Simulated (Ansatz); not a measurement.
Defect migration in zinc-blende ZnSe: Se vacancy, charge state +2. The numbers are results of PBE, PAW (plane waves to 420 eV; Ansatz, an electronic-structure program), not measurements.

Settings: 64 host sites, the relaxed PBE lattice, one k-point at (0.250, 0.250, 0.250), smearing 0.01 eV, spin-restricted, no image-charge correction. Energies are static. The charge state is imposed; whether it is stable for some Fermi level was not computed. Forms of the defect that were not tried may lie lower.

Barriers: single points on a 2×2×2 k-point mesh shifted by half a step at the bands' geometries.

Relaxed starting cell (atoms counted from 1):

```xyz
63
Lattice="11.4690 0.0000 0.0000 0.0000 11.4690 0.0000 0.0000 0.0000 11.4690" Properties=species:S:1:pos:R:3 pbc="T T T"
Zn    -0.0091     0.0021    -0.0413
Zn    -0.3550    -0.3458     6.0786
Zn    -0.0138     5.7579    -0.0226
Zn    -0.0001     5.7767     5.7341
Zn     5.7482    -0.0051    -0.0214
Zn     5.7671     0.0086     5.7350
Zn     5.7324     5.7415    -0.0015
Zn     5.7517     5.7609     5.7502
Se     1.4273     1.4375    10.0424
Se     1.4272     7.1746     4.3052
Se     1.4281     7.1715    10.0385
Se     7.1639     1.4367     4.3052
Se     7.1626     1.4364    10.0394
Se     7.1626     7.1709     4.3047
Se     7.1607     7.1701    10.0384
Zn    -0.3550     3.2127     2.5217
Zn     0.0001     2.8652     8.6432
Zn    -0.0076     8.5586     2.8675
Zn    -0.0141     8.5799     8.6245
Zn     5.7677     2.8646     2.8752
Zn     5.7540     2.8833     8.6292
Zn     5.7498     8.5797     2.8635
Zn     5.7328     8.5998     8.6096
Se     1.4590     4.3269     1.4190
Se     1.3987     4.3275     7.1953
Se     1.3909    10.0145     1.4121
Se     1.4591    10.0212     7.1944
Se     7.1621     4.3067     1.4370
Se     7.1637     4.3077     7.1751
Se     7.1579    10.0343     1.4330
Se     7.1622    10.0379     7.1744
Zn     3.2016    -0.3470     2.5220
Zn     2.8556     0.0085     8.6457
Zn     2.8564     5.7785     2.8758
Zn     2.8745     5.7596     8.6282
Zn     8.5517     0.0023     2.8698
Zn     8.5725    -0.0053     8.6255
Zn     8.5732     5.7563     2.8635
Zn     8.5920     5.7431     8.6103
Se     4.3166     1.4677     1.4198
Se     4.3180     1.4078     7.1975
Se     4.2971     7.1722     1.4369
Se     4.2973     7.1731     7.1746
Se    10.0048     1.4015     1.4133
Se    10.0108     1.4682     7.1937
Se    10.0241     7.1671     1.4317
Se    10.0282     7.1717     7.1736
Zn     2.8569     2.8653    -0.0335
Zn     3.2104     3.2183     6.0853
Zn     2.8713     8.5801    -0.0212
Zn     2.8570     8.5667     5.7337
Zn     8.5713     2.8813    -0.0198
Zn     8.5559     2.8658     5.7340
Zn     8.5857     8.5971    -0.0041
Zn     8.5709     8.5812     5.7470
Se     4.3185     4.3289     4.2742
Se     4.2975     4.3064    10.0412
Se     4.3173    10.0211     4.3365
Se     4.2971    10.0376    10.0393
Se    10.0107     4.3255     4.3372
Se    10.0287     4.3056    10.0392
Se    10.0053    10.0140     4.2682
Se    10.0243    10.0328    10.0354
```
Cell charge +2.

End state 1 differs by these moves (Å; atoms that move under 0.08 Å are left out):

```csv
atom,element,Δx,Δy,Δz
2,Zn,0.35,0.30,-0.34
4,Zn,-0.35,0.30,-0.35
16,Zn,0.35,-0.34,0.30
17,Zn,-0.35,-0.34,0.30
25,Se,0.00,-2.92,-2.92
32,Zn,-0.33,0.33,0.32
35,Zn,0.34,0.32,0.32
45,Se,0.00,-0.06,-0.06
49,Zn,0.00,-0.70,-0.70
60,Se,0.00,-0.06,-0.06
```

Q: Predict the forward and backward barriers to end state 1 from PBE, PAW.

A: forward 1.54 eV, backward 1.54 eV; at the saddle point atom 25 has neighbours Zn at 2.34, Zn at 2.59, Zn at 2.62 Å. The saddle point's order was not checked, and it lies on a symmetry element of the cell, where a band can be held.
